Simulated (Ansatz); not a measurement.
## Effect of pressure 4.5 GPa on GaAs

Consider GaAs in the zinc blende structure (space group F-43m, No. 216; a = 5.7461 Å).

One thing is altered: cell and atoms relaxed at a pressure of 4.5 GPa.

Calculations: PBE (Ansatz, a first-principles code, PAW, scalar-relativistic without spin-orbit coupling), earlier PAW set. k-mesh 10×10×10 (Γ-centred); smearing 0.05 eV (Fermi–Dirac).

| quantity | base | changed | shift |
|---|---|---|---|
| volume per atom | 23.71 Å³ | 22.25 Å³ | -1.468 Å³ |
| density | 5.06 g/cm³ | 5.40 g/cm³ | +0.334 g/cm³ |
| lattice parameter a | 5.746 Å | 5.625 Å | -0.121 Å |
| shortest interatomic distance | 2.488 Å | 2.436 Å | -0.052 Å |
| band gap | 0.16 eV | 0.63 eV | +0.47 eV |
| gap character | direct at Γ | direct at Γ | – |
| mean gap deformation potential ΔEg/Δln V | – | -7.4 eV | – |
| width of the top valence band | 3.12 eV | 3.41 eV | +0.29 eV |
| electron mass | – | 0.037 mₑ (at Γ) | – |
| valley order (the lowest conduction-band minima on the path, energy above the VBM, named in the base's zone) | Γ 0.16 eV; L along ⟨111⟩ 0.87 eV; a point along ⟨100⟩, about 0.9 Å⁻¹ from Γ 1.49 eV | Γ 0.63 eV; L along ⟨111⟩ 1.05 eV; a point along ⟨100⟩, about 0.9 Å⁻¹ from Γ 1.40 eV | – |

Final structure:

```yaml
crystal:
  lattice:
    - [0.00000, 2.81248, 2.81248]
    - [2.81248, 0.00000, 2.81248]
    - [2.81248, 2.81248, 0.00000]
  atoms:
    - { symbol: As, position: [0.75000, 0.75000, 0.75000] }
    - { symbol: Ga, position: [0.00000, 0.00000, 0.00000] }
```

Cost of the whole job for the changed cell (relaxation, final SCF and bands): about 22 core-seconds (a rough figure).

Load acts through the strain it causes; cell and atoms are relaxed under it. Effective masses come from finite differences of ±0.01 Å⁻¹. Whether these cells are dynamically stable was not tested. Tetrahedral semiconductors of this kind turn to denser phases somewhere between about 1 and 50 GPa; those were not computed, so compressed cells here can lie past the real transition. A zero or small gap of GaAs can be the functional's error rather than a property of the material.
